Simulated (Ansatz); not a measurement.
## Amorphous Si30N41Sc

It comes from a melt-quench run on a machine-learned potential (CHGNet), relaxed afterwards by DFT. N atoms were pushed apart under 1.9 Å during the dynamics, to hinder bonds among them. The hot cell started wider than the set density and was brought back towards it in steps. It is the lowest in DFT energy of 2 quenches. It is a model cell: composition and starting density were chosen by hand, and all elements were melted together. No dispersion term was used.

Methods: PBE, scalar-relativistic without spin-orbit coupling (Ansatz, a program for electronic structure); r2SCAN, scalar-relativistic without spin-orbit coupling (Ansatz); HSE06, scalar-relativistic without spin-orbit coupling (Ansatz). Geometry, pressure, stress and energy are those of the PBE run. Its sampling: a 2×2×2 Γ-centred mesh; Fermi-Dirac width 0.02 eV; no spin polarisation. Other functionals are single points at the zone centre (r2SCAN at 500 eV; exact exchange cut at the cell's faces), free to take moments where seeds were set. At PBE the levels at the filled edge of the gap are localised (band-tail or defect states).

- Number of atoms in the cell: 72
- Density (held, not predicted): 2.99 g/cm³
- Volume per atom: 76.2 bohr^3
- Pressure on a 2×2×2 Γ-centred mesh: 1.24 GPa
- Largest force and stress component on that mesh (the relaxation ran on the zone centre alone): 0.10 eV/Å and 3.4 GPa
- Level gap on a 2×2×2 Γ-centred mesh (PBE): 2.49 eV
- Level gap at the zone centre (PBE): 2.55 eV
- Level gap at the zone centre (r2SCAN): 2.95 eV
- Level gap at the zone centre (HSE06): 3.88 eV

Cut-offs for bonds: Si-Si 2.60 Å, Si-N 2.26 Å, Si-Sc 2.93 Å, N-N 1.70 Å, N-Sc 2.65 Å, Sc-Sc 3.41 Å. Two cations that share two anions don't count as bonded, nor two that share one unless they lie closer than Si-Si 2.38 Å, Si-Sc 2.85 Å, Sc-Sc 3.32 Å.

```yaml
Mean coordination of Si by anions: 4.03 (29 with 4, 1 with 5)
Mean coordination of N: 3.05 (1 with 2, 37 with 3, 3 with 4)
Mean coordination of Sc by anions: 4.00 (1 with 4)
Mean Si-N bond: 1.767 Å (spread 0.076 Å, 121 counted)
Mean N-Sc bond: 2.174 Å (spread 0.198 Å, 4 counted)
```

Its density started from a set value of 2.98 g/cm³. Cooling (nominally 300 K/ps over its main leg) ran many orders faster than in experiment, which tends to leave more defects and strain. Values belong to this one cell and scatter from quench to quench. The volume was held where the preparation left it, at a PBE pressure of 1.2 GPa. Stress components on the final sampling reach 3.4 GPa.
